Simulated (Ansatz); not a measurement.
Cells marked so need not be the phases stable at ambient conditions, and some may be hypothetical.

The gap is the functional's own, uncorrected, and κ follows it; spin-orbit coupling is left out. Mid-gap values are interpolated between the computed energies.

A. SbI3 (R-3, not sure to be the ambient phase, 8 atoms a cell, 40.4 Å³ an atom), along the normal of (101)
B. K2Os(Cl2O)2 (I4/mmm, not sure to be the ambient phase, 9 atoms a cell, 25.5 Å³ an atom, -2 GPa at this level), along the normal of (100)
C. Sr(CdP)$_{2}$ (P-3m1, not sure to be the ambient phase, 5 atoms a cell, 24.1 Å³ an atom, -2 GPa at this level), along the normal of (111)

Problem. Order them by mid-gap decay constant of the slowest evanescent state (highest first) at the level PBEsol (Ansatz, a first-principles code).

Solution. B (0.39 1/Å), A (0.19 1/Å), C (0.05 1/Å)
